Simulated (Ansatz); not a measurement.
The reference is Ce in the fcc (Cu type) structure (space group Fm-3m, No. 225; a = 4.664 Å). Axes: x, y, z lie along the cube axes.

All numbers come from Kohn–Sham DFT with the r2SCAN functional, run in Ansatz (a first-principles code) with PAW and 500 eV plane waves, no spin-orbit coupling.

Base values:

| Quantity | Value |
|---|---|
| Shortest interatomic distance | 329.8 pm |
| Band gap | zero |

Perturbation: a free-standing slab of 2 layers (2 atoms, 1 a layer) is cut normal to [111], with 15 Å of vacuum and the in-plane cell held at bulk.

### Question
What happens to the excess energy per area of both faces?

### Answer
The excess energy per area of both faces (slab less bulk energy over the cell's area: twice a surface energy) amounts to 2.42 J/m² (uncertain by up to 0.03 J/m²).

### Question
What does the calculation give for the shortest interatomic distance after the change?

### Answer
The shortest interatomic distance is still 329.8 pm.

### Question
What does the calculation give for the band gap after the change?

### Answer
The band gap stays zero.

Open 4f shells without U are poorly described, and the f state was not checked. Slab and bulk use different k-meshes, which limits the precision of the excess energy. Stability against distortions was not tested. Seeded moments were not kept for the base. The final runs are not spin-polarised.
